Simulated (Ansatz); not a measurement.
# What isotropic strain +3.93 % does to Sr

Consider Sr in the fcc (Cu type) structure (space group Fm-3m, No. 225; a = 6.1048 Å; relaxed with 0.1 eV smearing).

Perturbation: every lattice vector is stretched by 3.93 %; the atoms relax in the strained cell.

Calculations: r2SCAN (Ansatz, a program for electronic structure, PAW, no spin-orbit coupling), earlier PAW set. Γ-centred 19×19×19 mesh, Fermi–Dirac width 0.1 eV.

The volume per atom goes up by 6.97 Å³ (56.88 Å³ → 63.85 Å³) and the shortest interatomic distance grows by 0.321 bohr, from 8.157 bohr to 8.478 bohr. The energy increases by 27 meV/atom and the pressure goes from zero to -1.2 GPa. The band gap remains zero.

Final structure:

```yaml
crystal:
  lattice:
    - [0.00000, 3.17235, 3.17235]
    - [3.17235, 0.00000, 3.17235]
    - [3.17235, 3.17235, 0.00000]
  atoms:
    - { symbol: Sr, position: [0.00000, 0.00000, 0.00000] }
```

Cost of the whole job for the changed cell (relaxation, final SCF and bands): very roughly 80 core-seconds.

Whether these cells are dynamically stable was not tested.
